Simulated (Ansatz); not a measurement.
The starting structures come from a database of crystals and need not be the phases stable at ambient conditions.

Inside the gap of an insulator the Bloch states are evanescent, with a wavenumber k + iκ along the transport direction.

Input:

```
PbSe
1.0
    4.25028     0.00000     0.00000
   -2.12514     5.93554     0.00000
    0.00000     0.00000     4.45058
Pb Se
2 2
Direct
  0.62769   0.25538   0.75000
  0.37231   0.74462   0.25000
  0.86661   0.73322   0.75000
  0.13339   0.26678   0.25000
```

The cell was relaxed by PBE-D3(BJ); by r2SCAN it stands under a pressure of 1.1 GPa.

Transport runs along the normal of the first two printed cell vectors.

No gap correction and no spin-orbit coupling; mid-gap is the computed energy nearest the middle.

Problem. Give the band gap and the smallest decay constant κ at mid-gap that r2SCAN run with Ansatz (a quantum-chemistry and plane-wave program) yields.

Solution. Gap 1.18 eV on a 8×8×8 mesh; κ = 0.094 1/Å, at (0.000, 0.500) of the in-plane reciprocal vectors. At the zone centre the slowest state has κ = 0.14 1/Å.
